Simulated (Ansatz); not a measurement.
Electron-phonon data for Ta$_{2}$C (P-3m1)

Given:

```xyz
3
Lattice="3.0953 0.0000 0.0000 -1.5476 2.6806 0.0000 0.0000 0.0000 4.9219" Properties=species:S:1:pos:R:3 pbc="T T T"
Ta     0.0000     1.7871     1.2440
Ta     1.5476     0.8935     3.6779
C      0.0000     0.0000     0.0000
```

Level of theory: PBEsol, DFPT electron-phonon coupling, linearised Boltzmann equation (plane waves, PAW, scalar-relativistic; Ansatz, an electronic-structure program). Cell: relaxed with this functional, without spin-orbit coupling.

The resistivity at 300 K is 15.6 (x), 15.6 (y), 12.9 (z) μΩ·cm.

A metal at this level (no band gap). Only scattering by harmonic phonons is included (no impurities, grain boundaries, electron-electron scattering or thermal expansion). Spin-orbit coupling is left out, which matters with elements this heavy. Halving the electron mesh (32x32x16) moves the resistivity by up to 9 % at 300 K. Smearing 0.20 eV; phonons on a 5x5x3 q mesh, which this run doesn't test and which matters most at low temperature.

Formula and space group known from diffraction (Crystallography Open Database), not checked to be the room-temperature form: Ta2C (P-3m1).
